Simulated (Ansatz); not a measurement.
Take Tl2S in the anti-fluorite structure (space group Fm-3m, No. 225; a = 7.150 Å; a hypothetical phase, not in the database extracts checked) as the base. Axes: x, y, z lie along the cube axes.

Structures relaxed with Kohn–Sham DFT with the PBEsol functional, run in Ansatz (a quantum-chemistry and plane-wave program) with PAW and 420 eV plane waves, spin-orbit coupling left out.

Base:

Simulated powder pattern, Cu Kα1, λ = 1.54056 Å (kinematic, ideal powder, no thermal factors, no anomalous dispersion; the 8 strongest lines at most, above 2 %, up to 2θ = 90°):

| 2θ (°) | I/Imax (%) | hkl |
|---|---|---|
| 24.88 | 87 | (200) |
| 35.48 | 100 | (220) |
| 43.82 | 27 | (222) |
| 51.05 | 18 | (400) |
| 57.60 | 37 | (420) |
| 63.71 | 37 | (422) |
| 80.54 | 19 | (442) |
| 85.90 | 17 | (620) |

Perturbation: the symmetric strain tensor [0.0245 0.0015 -0.0100; 0.0015 0.0114 -0.0089; -0.0100 -0.0089 -0.0011]; the atoms relax in the strained cell.

Question: Predict the new powder pattern.

Answer: 
Simulated powder pattern, Cu Kα1, λ = 1.54056 Å (kinematic, ideal powder, no thermal factors, no anomalous dispersion; the 8 strongest lines at most, above 2 %, up to 2θ = 90°):

| 2θ (°) | d (Å) | I/Imax (%) | hkl |
|---|---|---|---|
| 24.28 | 3.662 | 100 | (200) |
| 24.60 | 3.615 | 97 | (020) |
| 24.92 | 3.570 | 94 | (002) |
| 34.71 | 2.582 | 57 | (2 0 -2) |
| 34.79 | 2.576 | 57 | (220) |
| 34.89 | 2.569 | 57 | (2 -2 0) |
| 34.98 | 2.563 | 56 | (0 2 -2) |
| 35.43 | 2.531 | 54 | (202) |

The indices refer to the base's conventional cell; one index is shown for lines that coincide. The space group is now P-1 (No. 2).

Stability against distortions was not tested. All final runs are without spin polarisation.
